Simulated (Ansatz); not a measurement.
The starting structures come from a database of crystals and need not be the phases stable at ambient conditions.

 Where the default PAW files enter, the runs use the earlier of Ansatz's two default sets.

The decay constant κ of evanescent states in the gap governs leakage through a thin film.

```
CELL_PARAMETERS angstrom
      5.16405     0.00000     0.00000
     -2.58203     4.47220     0.00000
      2.58203     1.49073     4.54168
ATOMIC_POSITIONS crystal
  Li 0.50000 0.75000 0.75000
  Li 0.50000 0.25000 0.25000
  Nb 0.00000 0.50000 0.50000
  Nb 0.00000 0.00000 0.00000
  O  0.50000 0.62963 0.25000
  O  0.50000 0.37036 0.75000
  O  0.12036 0.87036 0.25000
  O  0.87963 0.12964 0.75000
  O  0.87963 0.25000 0.25000
  O  0.12037 0.75000 0.75000
```

Space group of this cell: R-3c. The cell is strained (all lengths scaled by 0.98); by r2SCAN its mean pressure is 3.4 GPa.

Transport runs along the normal of the first two printed cell vectors, the (001) plane of the conventional cell.

The gap is the functional's own. No spin-orbit coupling. Mid-gap values are interpolated on the energy grid.

Q: Give the band gap and the smallest decay constant κ at mid-gap that r2SCAN run with Ansatz (an electronic-structure program) yields.

A: Gap 3.04 eV on a 8×8×8 mesh; κ = 0.303 1/Å, at (0.500, 0.000) of the in-plane reciprocal vectors. At the zone centre, at the nearest computed energy, the slowest state has κ = 0.31 1/Å.
